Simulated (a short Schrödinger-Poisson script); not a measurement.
**Symmetric double-gate stack, SiO2 on p-type Si(100)**

Stack: symmetric double-gate stack, SiO2 on p-type Si(100), at 300 K.

```tsv
layer	material	thickness (nm)	Na (cm⁻³)
1	SiO2	3.9	-
2	Si	2	2e17
3	SiO2	3.9	-
```

The device is made up for the run: typed textbook-type constants, with dimensions and the other settings drawn at random. SiO2: permittivity 3.9, conduction-band edge (eV) 3.15, gap (eV) 9, electron mass (mₑ) 0.5. Si: permittivity 11.7, conduction-band edge (eV) 0, gap (eV) 1.124, Nv at 300 K (cm⁻³) 3.1e19.

Channel valleys (confinement mass, in-plane density-of-states mass, number): Δ2 0.916, 0.19, 2; Δ4 0.19, 0.417, 4. At the gates, both at one voltage, the conduction-band edge of layer 1 lies 3.16 eV − eVg above the Fermi level of the channel. Gaps are held at their typed values at every temperature. Mesh 0.03 nm at interfaces.

Solved with a short Schrödinger-Poisson script written for these runs: 1D Poisson equation in equilibrium, electrons quantum, Hartree (BenDaniel-Duke, 12 states a valley, the channel's in-plane mass for all, wave functions ending at the dielectric), parabolic valleys, classical holes, full ionisation, no traps, pinning or gate leakage.

| Vg (V) | electrons (cm⁻²) | C (μF/cm²) | Δ2 E0 (meV) | Δ2 E1 (meV) | Δ4 E0 (meV) | Δ4 E1 (meV) |
|---|---|---|---|---|---|---|
| -0.15 | 1.37e8 | < 0.003 | 266.4 | 573.9 | 658.5 | 2141.1 |
| 0 | 3.92e10 | 0.215 | 120.1 | 427.6 | 512.2 | 1994.8 |
| 0.15 | 7.80e11 | 1.22 | 40.4 | 347.2 | 432.5 | 1914.4 |
| 0.3 | 2.05e12 | 1.44 | 11.2 | 316.7 | 403.3 | 1884.0 |
| 0.45 | 3.44e12 | 1.51 | -7.0 | 297.2 | 385.1 | 1864.4 |
| 0.6 | 4.87e12 | 1.54 | -21.2 | 281.5 | 370.9 | 1848.8 |
| 0.75 | 6.32e12 | 1.56 | -33.6 | 267.8 | 358.6 | 1835.1 |
| 0.9 | 7.78e12 | 1.57 | -44.8 | 255.2 | 347.3 | 1822.5 |
| 1.05 | 9.25e12 | 1.57 | -55.4 | 243.2 | 336.8 | 1810.5 |
| 1.2 | 1.07e13 | 1.57 | -65.6 | 231.6 | 326.6 | 1799.0 |
| 1.35 | 1.22e13 | 1.58 | -75.5 | 220.3 | 316.8 | 1787.7 |
| 1.5 | 1.37e13 | 1.58 | -85.2 | 209.2 | 307.1 | - |
| 1.65 | 1.52e13 | 1.58 | -94.8 | 198.2 | 297.5 | - |
| 1.8 | 1.66e13 | 1.58 | -104.3 | 187.3 | 288.0 | - |
| 1.95 | 1.81e13 | 1.58 | -113.8 | 176.5 | 278.6 | - |
| 2.1 | 1.96e13 | 1.58 | -123.2 | 165.7 | 269.3 | - |
| 2.25 | 2.11e13 | 1.58 | -132.6 | 154.9 | 259.9 | - |

Gate voltages with under 1e6 electrons/cm² are left out.

Subbands count from the Fermi level; a dash marks a level above the dielectric's band edge. The capacitance is that of both gates.
